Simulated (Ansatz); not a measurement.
C on the N site in metastable rock-salt NbN (start: the N site; 64-site cell, 4×4×4 shifted sampling), Nb-rich (Δμ(N) = -1.91 eV, Δμ(C) = -1.56 eV, bounded by Nb2C (Pnma); only phases computed here count, gases as isolated molecules at 0 K). Level of theory: PBE, PAW (plane waves to 420 eV; Ansatz, an electronic-structure program). In charge state 0 (not spin-polarised) the formation energy is 0.38 eV. The crystal has 4.63 × 10^22 N sites per cm³.

Q: Estimate the equilibrium concentration at 1100 K in the dilute limit, leaving out vibrational entropy and degeneracy.

A: kT = 0.0948 eV; c = N exp(−E_f / kT) = 4.63 × 10^22 × exp(−4.0) ≈ 8 × 10^20 cm^-3. An error of 0.2 eV in E_f moves this by a factor of 8.
